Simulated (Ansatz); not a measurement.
Seebeck coefficient (μV/K, mean over directions) of p-type Sr₂FeH₆ (Fm-3m) against carrier density, PBEsol, rigid bands (Ansatz, a program for electronic structure). Computed gap 1.17 eV; densities at which minority carriers matter at this gap, or further valleys turn the trend, are left out. Conductivity mass 18.4 mₑ (harmonic mean over directions), N_v = 4.4e21 cm⁻³ at 300 K.

```tsv
hole density	300 K	500 K
1e17 cm⁻³	1106	1149
1e18 cm⁻³	908	950
3e18 cm⁻³	(withheld)	(withheld)
1e19 cm⁻³	709	752
3e19 cm⁻³	615	657
1e20 cm⁻³	511	554
3e20 cm⁻³	417	459
1e21 cm⁻³	314	(withheld)
```

Q: What belongs in the gaps?

A: 
- 3e18 cm⁻³, 300 K: 813
- 3e18 cm⁻³, 500 K: 856
- 1e21 cm⁻³, 500 K: 355

Rigid bands with a gap fixed in temperature, one relaxation time for all states, no polarons or phonon drag, and whether or not such doping can be reached. Spin-orbit coupling is left out; where it splits the top of the valence band, N_v and the p-type Seebeck coefficient come out somewhat high without it.

Computed structure with no diffraction record at hand here (it may be known, metastable or hypothetical): Sr2FeH6 (Fm-3m). Treated as nonmagnetic, magnetic states not searched for: Sr2FeH6 (Fm-3m).
